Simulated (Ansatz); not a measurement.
The reference is CdS in the zinc blende structure (space group F-43m, No. 216; a = 5.757 Å). Axes: x, y, z lie along the cube axes.

The values are results of DFT with LDA, PAW potentials and a 420 eV plane-wave cutoff in Ansatz (a first-principles code), no spin-orbit coupling, not measurements.

Modification: uniaxial strain ε_zz = +3.00 %, all other strain components held at zero; the atoms relax in the strained cell.

Question: Predict the stress tensor and what it implies for the stiffness.

Answer: Stress of the strained cell less that of the base (GPa, compression positive):
```
  -1.67    0.00    0.00
   0.00   -1.67    0.00
   0.00    0.00   -2.38
```

Then −Δσ_ii/ε with ε = 0.0300 gives secant stiffness values (nonlinear terms included at this strain): C33 ≈ 79 GPa, C13 ≈ 56 GPa and C23 ≈ 56 GPa.

As a check, the harmonic strain energy −½ V₀ Δσ:ε is 5.3 meV/atom; the computed energy rise is 5.4 meV/atom.

Stability against distortions was not tested.
